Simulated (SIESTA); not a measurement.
Band structure of Si2Ni (Fm-3m, 3 atoms in the cell).

```
Si2Ni
1.0
    0.00000     2.68481     2.68481
    2.68481     0.00000     2.68481
    2.68481     2.68481     0.00000
Si Ni
2 1
Cartesian
  1.34240   1.34240   1.34240
  4.02721   4.02721   4.02721
  0.00000   0.00000   0.00000
```

Method: GGA PBE, numerical atomic orbitals DZP, PseudoDojo PBE standard norm-conserving potentials (rewritten from UPF to PSML) (SIESTA 5.4.2).

Settings: XC.functional = GGA; XC.authors = PBE; potentials = PseudoDojo PBE standard; PAO.BasisSize = DZP; PAO.EnergyShift = 0.01 Ry; MeshCutoff = 350 Ry; kgrid.MonkhorstPack = 9 9 9; OccupationFunction = MP; OccupationMPOrder = 0; ElectronicTemperature = 0.272 eV; MaxSCFIterations = 150; SCF.Mixer.Method = Pulay; SCF.Mixer.Weight = 0.1; SCF.Mixer.History = 8.

The starting cell comes from a database of computed structures (which also holds hypothetical and non-ambient phases and stackings), without a prior relaxation at this level. Its lattice was rescaled by a random factor within 2.5 % of one. Spin polarisation is off. Values carry the incompleteness of an atom-centred basis.

Levels in eV from the Fermi level, bands 10 to 15:
| point | 10 | 11 | 12 | 13 | 14 | 15 |
|---|---|---|---|---|---|---|
| Γ | -3.64 | -0.03 | 1.71 | 1.71 | 1.71 | 2.25 |
| X | -3.76 | -3.76 | -3.58 | -3.04 | -0.42 | 1.33 |
| W | -3.88 | -3.76 | -3.23 | -2.50 | 2.27 | 2.27 |
| K | -3.96 | -3.56 | -3.01 | -2.68 | 0.20 | 3.64 |
| L | -3.45 | -3.45 | -1.56 | -1.56 | 1.78 | 1.78 |
| U | -3.96 | -3.56 | -3.01 | -2.68 | 0.20 | 3.64 |

Bands cross the Fermi level along this path, so the cell is metallic at this level.

Higher empty bands are left out: an atom-centred basis made for the valence describes them poorly.
